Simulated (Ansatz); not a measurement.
Co₃CuC (model structure, started from the cubic perovskite type, Pm-3m, No. 221, 5 atoms in the cell) was calculated with r²SCAN in Ansatz (PAW).

Numerical settings: plane-wave cutoff 560 eV, 14×14×14 k mesh, Fermi–Dirac smearing 0.05 eV, spin-polarised with parallel moments, scalar-relativistic PAW data made under PBE.

Cell (relaxed at this level):

```cif
data_CCo3Cu
_chemical_formula_sum 'Cu1 C1 Co3'
_space_group_name_H-M_alt 'P 1'
_space_group_IT_number 1
_cell_length_a 3.73873
_cell_length_b 3.73873
_cell_length_c 3.73873
_cell_angle_alpha 90.000
_cell_angle_beta 90.000
_cell_angle_gamma 90.000
loop_
_space_group_symop_operation_xyz
  'x, y, z'
loop_
_atom_site_label
_atom_site_type_symbol
_atom_site_fract_x
_atom_site_fract_y
_atom_site_fract_z
_atom_site_occupancy
Cu1 Cu 0.00000 0.00000 0.00000 1
C1 C 0.50000 0.50000 0.50000 1
Co1 Co 0.00000 0.50000 0.50000 1
Co2 Co 0.50000 0.50000 0.00000 1
Co3 Co 0.50000 0.00000 0.50000 1
```
Starting moments (μB, in the order of the record's atoms Cu C Co Co Co): 0.0 0.0 3.0 3.0 3.0.

**Question.** Estimate the bulk modulus that the calculation returns.

**Answer.** 
* **bulk modulus**: 200 GPa

The run finds no gap.

Note: the magnetic order was assumed, not searched for or taken from measurement; the bulk modulus is −V dP/dV from two relaxed cells at ±2 % in volume; the relaxation could raise the start's symmetry but not lower it, so the cell can be a saddle point.

A model structure was made by putting elements into a prototype or built by hand; it is no filed structure, need not be a known phase, and can be a saddle point held by its symmetry.

Ansatz is a quantum-chemistry and plane-wave program.
